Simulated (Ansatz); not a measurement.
System: BeSe (model structure, within 0.1 Å of P4/nmm, No. 129, 8 atoms in the cell). Method: PBEsol in Ansatz (plane waves, PAW).

Settings: plane-wave cutoff 500 eV, 4×12×10 k mesh (along the axes of the cell as run), Fermi–Dirac smearing 0.05 eV, scalar-relativistic PAW data made under PBE.

Cell (relaxed at this level):

```
CELL_PARAMETERS angstrom
     11.83356     0.00000     0.00000
      0.00000     3.60017     0.00000
      0.00000     0.00000     3.59991
ATOMIC_POSITIONS crystal
  Be 0.25000 0.25000 0.25197
  Be 0.25000 0.75000 0.75197
  Be 0.75000 0.75000 0.74803
  Be 0.75000 0.25000 0.24803
  Se 0.86397 0.25000 0.74816
  Se 0.63603 0.75000 0.24816
  Se 0.13603 0.75000 0.25184
  Se 0.36397 0.25000 0.75184
```

**Question.** Give the computed band gap.

**Answer.** 
- band gap: 2.68 eV (on the SCF k mesh)

Note: the cell has widely spaced layers and the level no dispersion term, so their spacing and the moduli can rest on weak binding.

Spin–orbit coupling is not included.

Computed values are for the static lattice.

A model structure was made by putting elements into a prototype or built by hand; it is no filed structure, need not be a known phase, and can be a saddle point held by its symmetry.

Ansatz is a first-principles code.
